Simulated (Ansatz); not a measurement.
C11b MoSi2, treated with PBEsol (Ansatz, a first-principles code, PAW).

Run with plane-wave cutoff 520 eV, 24×24×24 k mesh, Fermi–Dirac smearing 0.05 eV, no spin polarisation, scalar-relativistic PAW data made under PBE.

The cell is scaled about its equilibrium volume:

Shape and atoms are relaxed at each volume.

```
V (Å³/atom)  P (GPa)  c (Å)  a (Å)
-----------  -------  -----  -----
12.735          9.76  7.730  3.144
13.001          4.61  7.775  3.167
13.266          0.00  7.820  3.190
13.531         -4.15  7.865  3.213
13.797         -7.86  7.910  3.235
```

Note: the bulk modulus comes from volumes at which shape and atoms were relaxed.
